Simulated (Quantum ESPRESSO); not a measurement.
A user runs Quantum ESPRESSO on Zr₃AlAu₂ (Fd-3m, 24 atoms in the cell) and asks whether the run is sound. The aim is a self-consistent single point with DFT, PBEsol, plane waves, GBRV 1.5 ultrasoft (PBESOL) pseudopotentials.

Cell that was meant: a = 8.7992 Å, b = 8.7992 Å, c = 8.7992 Å, α = 60.00°, β = 60.00°, γ = 60.00°.

Part of the input:

```fortran
   conv_thr = 1.0e-11
/
ATOMIC_SPECIES
Zr    91.2240  al_pbesol_v1.uspp.F.UPF
Al    26.9815  zr_pbesol_v1.uspp.F.UPF
Au   196.9666  au_pbesol_v1.uspp.F.UPF
ATOMIC_POSITIONS {crystal}
Zr  0.3029900000    0.3029900000    0.6970100000
Zr  0.5529900000    0.5529900000    0.9470100000
Zr  0.6970100000    0.6970100000    0.3029900000
Zr  0.9470100000    0.9470100000    0.5529900000
Zr  0.6970100000    0.3029900000    0.3029900000
Zr  0.9470100000    0.5529900000    0.5529900000
Zr  0.3029900000    0.6970100000    0.6970100000
Zr  0.5529900000    0.9470100000    0.9470100000
Zr  0.3029900000    0.6970100000    0.3029900000
Zr  0.5529900000    0.9470100000    0.5529900000
Zr  0.6970100000    0.3029900000    0.6970100000
Zr  0.9470100000    0.5529900000    0.9470100000
Al  0.6250000000    0.1250000000    0.1250000000
Al  0.1250000000    0.1250000000    0.6250000000
Al  0.1250000000    0.6250000000    0.1250000000
Al  0.1250000000    0.1250000000    0.1250000000
Au  0.2614200000    0.9128600000    0.9128600000
Au  0.3371400000    0.3371400000    0.9885800000
Au  0.9128600000    0.2614200000    0.9128600000
Au  0.3371400000    0.3371400000    0.3371400000
Au  0.9128600000    0.9128600000    0.9128600000
Au  0.3371400000    0.9885800000    0.3371400000
Au  0.9128600000    0.9128600000    0.2614200000
Au  0.9885800000    0.3371400000    0.3371400000
K_POINTS {automatic}
3 3 3  1 1 1
CELL_PARAMETERS {bohr}
```

Output, abridged:

```
     Message from routine setup:
     using ibrav=0 with symmetry is DISCOURAGED, use correct ibrav instead
     G-vector sticks info
   [... lines left out ...]
        k(    4) = (  -0.8249579   0.1178511   0.1178511), wk =   0.4444444
        k(    5) = (  -0.5892557   0.3535534  -0.1178511), wk =   0.4444444
        k(    6) = (  -0.3535534  -0.3535534  -0.3535534), wk =   0.0740741

     Dense  grid:   313859 G-vectors     FFT dimensions: (  96,  96,  96)

     Smooth grid:   110995 G-vectors     FFT dimensions: (  72,  72,  72)

     Initial potential from superposition of free atoms

     starting charge     171.9630, renormalised to     172.0000

     negative rho (up, down):  2.459E-01 0.000E+00
     Self-consistent Calculation

     iteration #  1     ecut=    40.00 Ry     beta= 0.70

     negative rho (up, down):  2.444E-01 0.000E+00

     total energy              =   -1392.29455523 Ry
     estimated scf accuracy    <       3.72351592 Ry

     iteration #  2     ecut=    40.00 Ry     beta= 0.70

     negative rho (up, down):  2.456E-01 0.000E+00

     total energy              =   -1393.34090932 Ry
     estimated scf accuracy    <       9.09457015 Ry

     iteration #  3     ecut=    40.00 Ry     beta= 0.70

     negative rho (up, down):  2.490E-01 0.000E+00

     total energy              =   -1394.45349891 Ry
     estimated scf accuracy    <       0.41767541 Ry

   [... 12 blocks of this kind left out ...]

     iteration # 16     ecut=    40.00 Ry     beta= 0.70

     negative rho (up, down):  2.516E-01 0.000E+00

     total energy              =   -1394.60139987 Ry
     estimated scf accuracy    <          1.1E-10 Ry

     iteration # 17     ecut=    40.00 Ry     beta= 0.70

     negative rho (up, down):  2.516E-01 0.000E+00
     End of self-consistent calculation

     the Fermi energy is    10.2415 ev

!    total energy              =   -1394.60139987 Ry
     estimated scf accuracy    <          6.6E-12 Ry
     smearing contrib. (-TS)   =      -0.00438168 Ry
     internal energy E=F+TS    =   -1394.59701819 Ry

     convergence has been achieved in  17 iterations

     negative rho (up, down):  2.516E-01 0.000E+00

     Forces acting on atoms (cartesian axes, Ry/au):

     atom    1 type  1   force =     0.00000000   -0.00000000    0.01041551
     atom    2 type  1   force =    -0.00000000    0.00000000    0.01041551
     atom    3 type  1   force =     0.00000000   -0.00000000   -0.01041551
     atom    4 type  1   force =     0.00000000    0.00000000   -0.01041551
   [... lines left out ...]
     Total force =     0.228900     Total SCF correction =     0.000006
   [... lines left out ...]

     negative rho (up, down):  2.516E-01 0.000E+00
          total   stress  (Ry/bohr**3)                   (kbar)     P=      -25.35
  -0.00017234  -0.00000000  -0.00000000          -25.35       -0.00       -0.00
  -0.00000000  -0.00017234  -0.00000000           -0.00      -25.35       -0.00
  -0.00000000  -0.00000000  -0.00017234           -0.00       -0.00      -25.35

   JOB DONE.
```

Question: Is this run sound? If not, what is wrong?

Answer: The run is not sound. The fault is potential files assigned to the wrong elements. Each file describes one element; swapped files give the atoms the wrong cores and charges. To fix it, match the files to the elements. The run converged in 17 iterations without an error; against the sound input the pressure goes from -6.06 to -2.54 GPa and the largest force goes from 0.144 to 2.055 eV/Å.

On the sound input: the starting cell comes from a database of computed structures (which also holds hypothetical and non-ambient phases and stackings), without a prior relaxation at this level. With a pressure of about -6 GPa the cell is away from its equilibrium volume at this level.
